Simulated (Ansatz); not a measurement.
HfO2, pressure series

The parent structure is HfO2 (space group Pnma, No. 62; a = 5.527 Å, b = 3.294 Å, c = 6.453 Å; a cell from a computed database, its experimental status unchecked).

Cell and atoms are relaxed at each pressure.

The values are results of PBEsol, PAW, 420 eV (Ansatz, a first-principles code; no SOC), not measurements.

```json
[
 {"case": "base", "band gap": "3.29 eV", "electron mass": "0.67 mₑ along a, 2.2 mₑ along b, 0.59 mₑ along c (at Γ)", "volume per atom": "9.79 Å³"},
 {"case": "pressure −2 GPa", "band gap": "3.31 eV", "electron mass": "0.70 mₑ along a, 2.5 mₑ along b, 0.60 mₑ along c (at Γ)", "volume per atom": "9.87 Å³"},
 {"case": "pressure −1 GPa", "band gap": "3.30 eV", "electron mass": "0.68 mₑ along a, 2.4 mₑ along b, 0.60 mₑ along c (at Γ)", "volume per atom": "9.83 Å³"},
 {"case": "pressure 0.3 GPa", "band gap": "3.29 eV", "electron mass": "0.67 mₑ along a, 2.2 mₑ along b, 0.59 mₑ along c (at Γ)", "volume per atom": "9.78 Å³"},
 {"case": "pressure 0.7 GPa", "band gap": "3.29 eV", "electron mass": "0.67 mₑ along a, 2.1 mₑ along b, 0.59 mₑ along c (at Γ)", "volume per atom": "9.76 Å³"},
 {"case": "pressure 1.5 GPa", "band gap": "3.28 eV", "electron mass": "0.66 mₑ along a, 2.0 mₑ along b, 0.58 mₑ along c (at Γ)", "volume per atom": "9.73 Å³"},
 {"case": "pressure 3 GPa", "band gap": "3.27 eV", "electron mass": "0.66 mₑ along a, 1.8 mₑ along b, 0.58 mₑ along c (at Γ)", "volume per atom": "9.68 Å³"},
 {"case": "pressure 5 GPa", "band gap": "3.26 eV", "electron mass": "0.65 mₑ along a, 1.6 mₑ along b, 0.58 mₑ along c (at Γ)", "volume per atom": "9.61 Å³"},
 {"case": "pressure 7.5 GPa", "band gap": "3.25 eV", "electron mass": "0.62 mₑ along a, 1.5 mₑ along b, 0.57 mₑ along c (at Γ)", "volume per atom": "9.53 Å³"},
 {"case": "pressure 10 GPa", "band gap": "3.24 eV", "electron mass": "0.62 mₑ along a, 1.4 mₑ along b, 0.56 mₑ along c (at Γ)", "volume per atom": "9.45 Å³"}
]
```

Spin-orbit coupling, missing from the scalar runs, can matter with Hf. Load acts through the strain it causes; cell and atoms are relaxed under it. Masses are band curvatures over ±0.01 Å⁻¹ around the edge. Stability against distortions was not tested. Competing high-pressure phases were not computed. This is not the structure that HfO2 has at room temperature and ambient pressure.
